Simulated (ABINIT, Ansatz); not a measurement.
**One structure in several programs: ZrC (Fm-3m, 2 atoms in the cell)**

Self-consistent single point.

```
ZrC
1.0
    0.00000     2.30888     2.30888
    2.30888     0.00000     2.30888
    2.30888     2.30888     0.00000
Zr C
1 1
Direct
  0.00000   0.00000   0.00000
  0.50000   0.50000   0.50000
```

Shared settings, as Ansatz (an electronic-structure program) writes them: kpoints.mp_grid.grid = 10 10 10; magnetization.spin_orbit = true; scf.occupations.method = gaussian; scf.occupations.width = 0.2 eV. Potentials and cutoffs stand in the table.

```json
[
 {"code": "ABINIT", "model": "PBE, spin-orbit coupling, norm-conserving pseudopotentials (PseudoDojo nc-fr-04 PBE standard)", "pressure (GPa)": "14.87", "cutoff": "1116 eV"},
 {"code": "Ansatz", "model": "PBE with spin-orbit coupling, default PAW files", "pressure (GPa)": "14.40", "cutoff": "default"}
]
```

The spread over the programs that give each value: pressure within 0.47 GPa.

Ansatz's pressure is given at a fixed set of plane waves, as the other plane-wave codes print theirs; with its correction for the finite basis it is 14.61 GPa (the shift of 0.21 GPa shows how far the cutoff is from converged).

The starting cell has typed, rounded lattice constants, without a prior relaxation at this level. Its lattice was rescaled by a random factor within 2.5 % of one.

Left out of this page: Elk, FLEUR and SIESTA (not drawn, or without a comparable value).

Keys are those of Ansatz 0.2.
